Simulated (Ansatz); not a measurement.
**Elastic constant C11 of AlB2-type HfB₂ at several levels of theory**

No measured value is used here.

```json
[
 {"level (code)": "LDA (Ansatz)", "value (GPa)": "646", "cell (Å³/atom)": "9.51"},
 {"level (code)": "LDA+SOC (Ansatz)", "value (GPa)": "646", "cell (Å³/atom)": "9.50"},
 {"level (code)": "BLYP (Ansatz)", "value (GPa)": "[?]", "cell (Å³/atom)": "10.23"},
 {"level (code)": "PBE (Ansatz)", "value (GPa)": "[?]", "cell (Å³/atom)": "9.96"},
 {"level (code)": "PBEsol (Ansatz)", "value (GPa)": "622", "cell (Å³/atom)": "9.73"},
 {"level (code)": "revPBE (Ansatz)", "value (GPa)": "580", "cell (Å³/atom)": "10.09"},
 {"level (code)": "RPBE (Ansatz)", "value (GPa)": "575", "cell (Å³/atom)": "10.13"},
 {"level (code)": "PBE-D3(BJ) (Ansatz)", "value (GPa)": "625", "cell (Å³/atom)": "9.72"},
 {"level (code)": "r²SCAN (Ansatz)", "value (GPa)": "621", "cell (Å³/atom)": "9.88"},
 {"level (code)": "r²SCAN+rVV10 (Ansatz)", "value (GPa)": "628", "cell (Å³/atom)": "9.83"}
]
```

Task: Some entries are withheld; supply them.

Result: 
- BLYP (Ansatz, an electronic-structure program), value (GPa): 547
- PBE (Ansatz), value (GPa): 595

Density-functional levels without +SOC have no spin–orbit coupling. PBE-D3(BJ): the dispersion coefficients are held fixed in the derivatives. Each level is taken at its own relaxed cell. Cutoffs differ between the levels. Ansatz's density-functional and Hartree–Fock values are scalar-relativistic unless marked +SOC, with PAW data made under PBE.
